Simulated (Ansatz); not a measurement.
System: Cu₂Sb (P4/nmm, No. 129). Method: r²SCAN in Ansatz (plane waves, PAW).

Numerical settings: plane-wave cutoff 560 eV, 14×14×10 k mesh (along the axes of the cell as run), Fermi–Dirac smearing 0.05 eV, no spin polarisation, scalar-relativistic PAW data made under PBE.

Cell (relaxed at this level):

```
Cu2Sb
1.0
    4.00342     0.00000     0.00000
    0.00000     4.00342     0.00000
    0.00000     0.00000     6.04751
Cu Sb
4 2
Direct
  0.00000   0.00000   0.00000
  0.50000   0.50000   0.00000
  0.50000   0.00000   0.26545
  0.00000   0.50000   0.73455
  0.50000   0.00000   0.70231
  0.00000   0.50000   0.29769
```

### Question
Give the computed bulk modulus B0.

### Answer

- bulk modulus B0: 101 GPa

The run finds no gap.

Note: the bulk modulus is −V dP/dV from two relaxed cells at ±2 % in volume.

Spin–orbit coupling is not included; it can open a gap where bands touch, and shift volumes and moduli.

Static lattice: no zero-point or thermal effects.

The result took around 19 core-minutes (rough).

Ansatz is a program for electronic structure.
